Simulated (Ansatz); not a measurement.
**NaI: response to strain**

Consider NaI in the rock salt structure (space group Fm-3m, No. 225; a = 6.528 Å).

Strains are applied to the cell and any free atomic positions relax.

Level of theory: PBE (Ansatz, a first-principles code), no SOC.

Candidates:
(a) isotropic strain −1.50 %
(b) isotropic strain +1.00 %
(c) isotropic strain −2.50 %

Notes on the quantities. energy relative to the base: free energy F.

Question: Order them by energy relative to the base, lowest first.

Answer: (b) isotropic strain +1.00 % (+1.4 meV/atom), (a) isotropic strain −1.50 % (+3.6 meV/atom), (c) isotropic strain −2.50 % (+10 meV/atom)

No phonon test of stability was made.
